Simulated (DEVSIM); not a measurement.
System: abrupt CdTe n-p junction, at 300 K.

Layer 1 from the left is CdTe, thickness (μm) 2.40, Nd (cm⁻³) 1.3e16, τn (s) 2.9e-9, τp (s) 2.9e-9. Layer 2 from the left is CdTe, thickness (μm) 26.0, Na (cm⁻³) 2.2e14, τn (s) 8.7e-10, τp (s) 2.9e-9.

Left contact: ohmic. Right contact: ohmic. Voltage is applied to the left contact. Recombination: SRH at mid-gap, radiative. Mobility is constant in doping.

This is a model device: material constants are rounded textbook-type values typed into the input, and sizes, dopings and lifetimes were drawn at random. Values at 300 K.

CdTe: gap (eV) 1.5, affinity (eV) 4.28, permittivity 10.2, Nc (cm⁻³) 8e17, Nv (cm⁻³) 1.8e19, μn (cm²/Vs) 1000, μp (cm²/Vs) 80, B (cm³/s) 1e-10.

### Question
Estimate by hand the built-in potential, the peak field at zero bias, the capacitance at 1.5 V, and compare with a numerical solution.

### Answer

- Built-in potential: ni = √(Nc Nv) exp(−Eg/2kT) = 954000 cm⁻³ with Eg = 1.500 eV; Vbi = kT/q ln(Na Nd/ni²) = 1.101 V; numerical 1.101 V.
- Peak field at zero bias: depletion approximation: W = √(2εVbi/(qN)) = 2.40 μm with N = 2.16e14 cm⁻³; field = 2Vbi/W = 9190 V/cm; numerical 10100 V/cm (estimate below by 9.4 %).
- Capacitance at 1.5 V: C = √(qεN / 2(Vbi + |V|)) = 2.45 nF/cm²; numerical 2.48 nF/cm² (estimate below by 1.1 %).

Simulated with DEVSIM: 1D drift-diffusion, Boltzmann statistics, complete ionisation; no tunnelling, impact ionisation, image-force lowering or self-heating.
